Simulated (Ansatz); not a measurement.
Amorphous Si$_{48}$O$_{94}$, 142 atoms at 2.24 g/cm³, one PBE-relaxed geometry, zone centre. Methods: PBE, scalar-relativistic without spin-orbit coupling (Ansatz, a first-principles code); r2SCAN, scalar-relativistic without spin-orbit coupling (Ansatz). Plane waves to 420 eV (r2SCAN 500 eV). The usual formal charges leave 4 electrons over, so the level spacing at the Fermi energy parts defect or band states and needn't be the band gap. At PBE the levels at the filled edge of the gap are localised (band-tail or defect states). The higher rungs were started with moments on some atoms, which died out.

A CHGNet melt-quench gave the starting glass, which DFT then relaxed. O atoms were pushed apart under 1.9 Å during the dynamics, to hinder bonds among them. The hot cell started wider than the set density and was brought back towards it in steps. It is the lowest in DFT energy of 4 quenches. It is a model cell: composition and starting density were chosen by hand, and all elements were melted together. No dispersion term was used. Its density started from a set value of 2.23 and ended at 2.24 g/cm³. Cooling (nominally 290 K/ps over its main leg) ran many orders faster than in experiment, which tends to leave more defects and strain. Values belong to this one cell and scatter from quench to quench. Volume and shape were free in the relaxation.

The relaxation ran on the zone centre alone. At PBE the level spacing at the Fermi energy is 1.68 eV on a 2×2×2 Γ-centred mesh, and the spacing at the zone centre alone 1.68 eV.

Q: What zone-centre spacing does r2SCAN give, roughly?

A: 1.98 eV (+0.30 eV against PBE).

The highest filled and the lowest empty state spread over these numbers of atoms (participation numbers): PBE: 3.5 and 28.7; r2SCAN: 3.4 and 3.0.
